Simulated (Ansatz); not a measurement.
The starting structures come from a database of crystals and need not be the phases stable at ambient conditions.

Inside the gap of an insulator the Bloch states are evanescent, with a wavenumber k + iκ along the transport direction.

Data:

```yaml
crystal:
  lattice:
    - [8.54923, 0.00000, 0.00000]
    - [-0.02985, 9.62861, 0.00000]
    - [0.00000, 1.90371, 3.83484]
  atoms:
    - { symbol: La, position: [0.12728, 0.27671, 0.50269] }
    - { symbol: La, position: [0.87272, 0.72329, 0.49731] }
    - { symbol: La, position: [0.37272, 0.72329, 0.55611] }
    - { symbol: La, position: [0.62728, 0.27671, 0.44389] }
    - { symbol: Se, position: [0.11590, 0.00249, 0.32343] }
    - { symbol: Se, position: [0.88410, 0.99751, 0.67657] }
    - { symbol: Se, position: [0.38410, 0.99751, 0.82841] }
    - { symbol: Se, position: [0.61590, 0.00249, 0.17159] }
    - { symbol: Se, position: [0.87426, 0.36597, 0.87521] }
    - { symbol: Se, position: [0.12574, 0.63403, 0.12479] }
    - { symbol: Se, position: [0.62574, 0.63403, 0.10715] }
    - { symbol: Se, position: [0.37426, 0.36597, 0.89285] }
```

Space group of this cell: P2_1/c. The cell is taken as given.

Transport runs along the normal of the first two printed cell vectors.

No gap correction and no spin-orbit coupling; mid-gap values are interpolated between computed energies.

**Question.** Predict the band gap and the smallest decay constant κ at mid-gap from r2SCAN (Ansatz, an electronic-structure program).

**Answer.** Gap 0.51 eV on a 4×8×8 mesh; κ = 0.131 1/Å, at (0.500, 0.000) of the in-plane reciprocal vectors. At the zone centre, at the nearest computed energy, the slowest state has κ = 0.15 1/Å.
